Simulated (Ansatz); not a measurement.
A calculation on Ge₂Sb₂Te₅ (P-3m1, No. 164, 9 atoms in the cell; start mp-3534) returned lattice constant a 4.265 Å, lattice parameter c 18.049 Å, equilibrium volume per atom 31.59 Å³/atom.

Question: Which level of theory produced these numbers?
A) LDA (Ansatz (a quantum-chemistry and plane-wave program))
B) PBE-D3(BJ) (Ansatz)
C) PBE-D4 (Ansatz)
D) PBE (Ansatz)

Answer: D, PBE (Ansatz)

The others give: PBE-D4 4.225 Å, 17.398 Å, 29.89 Å³/atom; PBE-D3(BJ) 4.233 Å, 17.435 Å, 30.06 Å³/atom; LDA 4.177 Å, 16.885 Å, 28.34 Å³/atom.

Unless a cell is named, each level is at its own relaxed cell (LDA 28.34, PBE 31.59, PBE-D3(BJ) 30.06, PBE-D4 29.89 Å³/atom).

Caveats: a distance lies near a switch of the dispersion term, which can move the cell (PBE-D4, PBE-D3(BJ)); the relaxation could not lower the start's symmetry, so the cell can be a saddle point above a distorted one (PBE-D4, PBE-D3(BJ), LDA, PBE). Ansatz's density-functional and Hartree–Fock values are scalar-relativistic unless marked +SOC, with PAW data made under PBE.

A start named mp-… is a Materials Project structure, which need not be a measured phase.
